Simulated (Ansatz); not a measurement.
SrAlO2F (model structure, started from the SrVO2H type, P4/mmm, No. 123, 5 atoms in the cell) was calculated with PBEsol+SOC (plane waves, PAW; Ansatz, a program for electronic structure).

Run with plane-wave cutoff 520 eV, 10×10×10 k mesh, Fermi–Dirac smearing 0.01 eV, PAW data made under PBE.

Cell (relaxed with PBEsol):

```cif
data_AlFO2Sr
_chemical_formula_sum 'Sr1 Al1 O2 F1'
_space_group_name_H-M_alt 'P4/mmm'
_space_group_IT_number 123
_space_group_name_Hall '-P 4 2'
_cell_length_a 3.77597
_cell_length_b 3.77597
_cell_length_c 3.81256
_cell_angle_alpha 90.000
_cell_angle_beta 90.000
_cell_angle_gamma 90.000
loop_
_atom_site_label
_atom_site_type_symbol
_atom_site_symmetry_multiplicity
_atom_site_Wyckoff_symbol
_atom_site_fract_x
_atom_site_fract_y
_atom_site_fract_z
_atom_site_occupancy
Sr1 Sr 1 d 0.50000 0.50000 0.50000 1
Al1 Al 1 a 0.00000 0.00000 0.00000 1
O1 O 2 f 0.00000 0.50000 0.00000 1
F1 F 1 b 0.00000 0.00000 0.50000 1
```

### Question
What does this level give for the band gap, smallest direct gap on the k points sampled and Γ–Γ gap?

### Answer

- band gap = 3.53 eV (indirect)
- smallest direct gap on the k points sampled = 4.40 eV
- Γ–Γ gap = 4.41 eV

Note: the relaxation could raise the start's symmetry but not lower it, so the cell can be a saddle point.

Static lattice: no zero-point or thermal effects.

Computing time: around 2.4 core-minutes (rough).

A model structure was made by putting elements into a prototype or built by hand; it is no filed structure, need not be a known phase, and can be a saddle point held by its symmetry.
